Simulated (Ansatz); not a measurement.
System: white tin (β-Sn). Method: PBEsol (Ansatz, a first-principles code, plane waves, PAW).

Numerical settings: plane-wave cutoff 520 eV, 24×24×24 k mesh, Fermi–Dirac smearing 0.098 eV (set by the program), scalar-relativistic PAW data made under PBE.

Cell (relaxed at this level):

```yaml
crystal:
  lattice:
    - [-2.91930, 2.91930, 1.57720]
    - [2.91930, -2.91930, 1.57720]
    - [2.91930, 2.91930, -1.57720]
  atoms:
    - { symbol: Sn, position: [0.00000, 0.00000, 0.00000] }
    - { symbol: Sn, position: [0.75000, 0.25000, 0.50000] }
```

**Question.** Estimate the elastic constant C33, Young modulus, polycrystal shear modulus (Hill average), elastic constant C11, elastic constant C12, elastic constant C13, elastic constant C44 and elastic constant C66 that the calculation returns.

**Answer.** 
elastic constant C33: 96.9 GPa
Young modulus: 39.3 GPa
polycrystal shear modulus (Hill average): 14.2 GPa
elastic constant C11: 68.3 GPa
elastic constant C12: 64.2 GPa
elastic constant C13: 35.1 GPa
elastic constant C44: 23.1 GPa
elastic constant C66: 24.0 GPa

Measured, for comparison: elastic constant C33 95.5 GPa, elastic constant C11 75.3 GPa, elastic constant C12 61.6 GPa, elastic constant C13 44 GPa, elastic constant C44 21.9 GPa, elastic constant C66 23.4 GPa (temperature not stated, no zero-point or thermal correction; as tabulated in Blaschke (2018), arXiv:1804.01586). Computed (rounded) less measured: elastic constant C33 +1 %, elastic constant C11 -9 %, elastic constant C12 +4 %, elastic constant C13 -20 %, elastic constant C44 +5 %, elastic constant C66 +3 %. A static lattice is as a rule a little smaller and stiffer than an uncorrected measurement, which narrows the difference in the elastic constant C33, elastic constant C12, elastic constant C44, elastic constant C66 and would widen misses of the other sign.

Elastic constants are with the ions relaxed.

Spin–orbit coupling is not included.

Computed values are for the static lattice.
